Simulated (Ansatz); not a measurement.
Where the default PAW files enter, the runs use the earlier of Ansatz's two default sets.

Evanescent states of MgF$_{2}$ (P4_2/mnm, rutile, 6 atoms a cell, 10.8 Å³ an atom) along the normal of (111)

The numbers are results of r2SCAN (plane waves, PAW; Ansatz, a quantum-chemistry and plane-wave program), not measurements.

The gap is the functional's own. No spin-orbit coupling. Mid-gap values are interpolated on the energy grid.

Energies count from the valence-band top; κ is the least over a 6×6 mesh across the current.

| E (eV) | κ (1/Å) | where |
|---|---|---|
| 0.18 | 0.333 | Γ |
| 0.54 | 0.403 | Γ |
| 0.90 | 0.452 | Γ |
| 1.26 | 0.488 | Γ |
| 1.62 | 0.516 | Γ |
| 1.98 | 0.537 | Γ |
| 2.34 | 0.552 | Γ |
| 2.70 | 0.562 | Γ |
| 3.06 | 0.568 | Γ |
| 3.42 | 0.571 | Γ |
| 3.78 | 0.569 | Γ |
| 4.14 | 0.564 | Γ |
| 4.50 | 0.555 | Γ |
| 4.86 | 0.542 | Γ |
| 5.22 | 0.526 | Γ |
| 5.58 | 0.505 | Γ |
| 5.94 | 0.479 | Γ |
| 6.30 | 0.448 | Γ |
| 6.66 | 0.410 | Γ |
| 7.02 | 0.363 | Γ |
| 7.38 | 0.302 | Γ |
| 7.74 | 0.217 | Γ |

Question: How thick must the barrier be to attenuate the transmission by 10^4 when the electrodes' Fermi level lies at 6.30 eV, and what attenuation does that film give at 1.26 eV?

Answer: d = 4 ln 10 / (2 × 0.448) = 10.3 Å. At 1.26 eV it gives 4 × 0.488/0.448 = 4.4 decades.
